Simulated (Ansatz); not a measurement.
Defect migration in zinc-blende InP: interstitial Na, charge state +1. Computed with PBE, PAW (plane waves to 420 eV; Ansatz, a first-principles code).

Settings: 64 host sites, the relaxed PBE lattice, one k-point at (0.250, 0.250, 0.250), smearing 0.05 eV, spin-restricted, no image-charge correction. Static, classical nuclei. PBE gaps are too small, and in this host the defect's levels may merge with the bands. The charge state is imposed; whether it is stable for some Fermi level was not computed. Sites that were not tried may lie lower.

Barriers: single points on a 2×2×2 k-point mesh shifted by half a step at the bands' geometries.

Relaxed starting cell (atoms counted from 1):

```
CELL_PARAMETERS angstrom
     11.92000     0.00000     0.00000
      0.00000    11.92000     0.00000
      0.00000     0.00000    11.92000
ATOMIC_POSITIONS crystal
  In 0.99959 0.99984 0.99173
  In 0.99968 0.00014 0.50891
  In 0.99964 0.49989 0.99926
  In 0.99992 0.50003 0.50159
  In 0.49957 0.99995 0.99929
  In 0.49973 0.00012 0.50153
  In 0.49961 0.49991 0.99993
  In 0.49978 0.50018 0.50102
  P  0.12790 0.12820 0.37861
  P  0.12624 0.12656 0.87392
  P  0.12622 0.62351 0.37697
  P  0.12465 0.62456 0.87499
  P  0.62320 0.12656 0.37700
  P  0.62427 0.12499 0.87502
  P  0.62431 0.62460 0.37543
  P  0.62454 0.62488 0.87532
  In 0.99972 0.25840 0.25041
  In 0.99984 0.25117 0.75045
  In 0.99947 0.74124 0.25021
  In 0.99966 0.74888 0.75026
  In 0.49972 0.25112 0.25057
  In 0.49985 0.25065 0.75049
  In 0.49964 0.74887 0.25034
  In 0.49957 0.74947 0.75036
  P  0.12626 0.37707 0.12438
  P  0.12493 0.37572 0.62621
  P  0.12760 0.87237 0.12283
  P  0.12623 0.87399 0.62746
  P  0.62428 0.37559 0.12558
  P  0.62481 0.37530 0.62566
  P  0.62296 0.87365 0.12402
  P  0.62425 0.87511 0.62608
  In 0.25816 0.00002 0.25033
  In 0.25085 0.00014 0.75048
  In 0.25083 0.50000 0.25067
  In 0.25019 0.50008 0.75047
  In 0.74109 0.99990 0.25033
  In 0.74851 0.99998 0.75028
  In 0.74852 0.49987 0.25039
  In 0.74921 0.49995 0.75041
  P  0.37671 0.12660 0.12432
  P  0.37560 0.12518 0.62631
  P  0.37537 0.62451 0.12564
  P  0.37483 0.62511 0.62561
  P  0.87220 0.12785 0.12291
  P  0.87357 0.12661 0.62748
  P  0.87318 0.62322 0.12393
  P  0.87486 0.62452 0.62609
  In 0.25005 0.25047 0.00017
  In 0.25294 0.25304 0.50354
  In 0.25265 0.74687 0.99741
  In 0.25006 0.74990 0.50075
  In 0.74667 0.25285 0.99742
  In 0.74949 0.25051 0.50075
  In 0.74909 0.74949 0.99978
  In 0.74670 0.74700 0.50336
  P  0.37559 0.37580 0.37571
  P  0.37492 0.37525 0.87545
  P  0.37676 0.87396 0.37690
  P  0.37532 0.87512 0.87503
  P  0.87368 0.37708 0.37694
  P  0.87484 0.37558 0.87504
  P  0.87219 0.87246 0.37834
  P  0.87327 0.87360 0.87361
  Na 0.99992 0.99996 0.25052
```
Cell charge +1.

End state 1 differs by these moves (Å; atoms that move under 0.08 Å are left out):

| atom | element | Δx | Δy | Δz |
|---|---|---|---|---|
| 1 | In | -0.14 | -0.14 | -0.04 |
| 2 | In | 0.00 | 0.00 | -0.11 |
| 17 | In | -0.13 | 0.03 | 0.13 |
| 19 | In | 0.00 | 0.11 | 0.00 |
| 33 | In | 0.03 | -0.14 | 0.13 |
| 37 | In | 0.11 | 0.00 | 0.00 |
| 49 | In | 0.13 | 0.13 | -0.13 |
| 58 | P | 0.09 | 0.08 | -0.08 |
| 59 | P | 0.06 | -0.06 | 0.07 |
| 61 | P | -0.06 | 0.06 | 0.07 |
| 64 | P | -0.07 | -0.07 | -0.07 |
| 65 | Na | 1.48 | 1.49 | -1.49 |

Question: What forward and backward barriers to end state 1 does PBE, PAW give?

Answer: forward 0.82 eV, backward 0.64 eV; at the saddle point atom 65 has neighbours 3 In at 2.75; 2 P at 2.56, P at 2.57 Å. The saddle point's order was not checked, and it lies on a symmetry element of the cell, where a band can be held.
